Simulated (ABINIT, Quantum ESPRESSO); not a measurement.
An ABINIT input for a self-consistent single point of Mg3Sn (I4/mmm, 4 atoms in the cell) (DFT, PBEsol, plane waves, PAW (JTH v2.0 PBE PAW, files made for PBE)):

```
# Mg3Sn, JTH v2.0 PBE PAW
pp_dirpath "./"
pseudos "Mg.GGA_PBE-JTH.xml, Sn.GGA_PBE-JTH.xml"
acell 5.4961530567 5.4961530567 5.4961530567 Angstrom
rprim
        -0.4060139841    0.4060139841    0.8187217411
         0.4060139841   -0.4060139841    0.8187217411
         0.4060139841    0.4060139841   -0.8187217411
natom 4
ntypat 2
znucl 12 50
typat 1 1 1 2
xred
         0.5000000000    0.5000000000    0.0000000000
         0.2500000000    0.7500000000    0.5000000000
         0.7500000000    0.2500000000    0.5000000000
         0.0000000000    0.0000000000    0.0000000000
ecut 544 eV
pawecutdg 1088 eV
pawxcdev 0
ixc -116133
occopt 7
tsmear 0.00999582
nband 29
kptopt 1
ngkpt 8 8 8
nshiftk 1
shiftk 0 0 0
nstep 100
tolvrs 1.0e-11
prtwf 0
prtden 0
```

### Question
Give the Quantum ESPRESSO input for the same structure, mesh, smearing and functional.

### Answer
One input that does it (others would too):

```fortran
&CONTROL
    calculation = 'scf'
    prefix = 'pwscf'
    outdir = './work'
    pseudo_dir = './'
    tprnfor = .true.
    tstress = .true.
/
&SYSTEM
    ibrav = 7
    celldm(1) = 8.43390439
    celldm(3) = 2.0164865573
    nat = 4
    ntyp = 2
    ecutwfc = 40
    ecutrho = 200
    occupations = 'smearing'
    smearing = 'gaussian'
    degauss = 0.019992
/
&ELECTRONS
    conv_thr = 1.0d-10
/
ATOMIC_SPECIES
Mg    24.3050  mg_pbesol_v1.4.uspp.F.UPF
Sn   118.7100  sn_pbesol_v1.4.uspp.F.UPF
ATOMIC_POSITIONS {crystal}
Mg    0.00000000    0.50000000    0.50000000
Mg   -0.50000000    0.75000000    0.25000000
Mg   -0.50000000    0.25000000    0.75000000
Sn    0.00000000    0.00000000    0.00000000
K_POINTS {automatic}
8 8 8  0 0 0
```

Basis settings and potentials, where a program has them, do not carry over. This input uses DFT, PBEsol, plane waves, GBRV 1.5 ultrasoft (PBESOL) pseudopotentials. Both were run: pressure -0.41 GPa in ABINIT and -0.28 in Quantum ESPRESSO.

On ABINIT: the starting cell comes from a database of computed structures (which also holds hypothetical and non-ambient phases and stackings), without a prior relaxation at this level. The potentials were made for another functional than the one used.

On Quantum ESPRESSO: the starting cell comes from a database of computed structures (which also holds hypothetical and non-ambient phases and stackings), without a prior relaxation at this level.
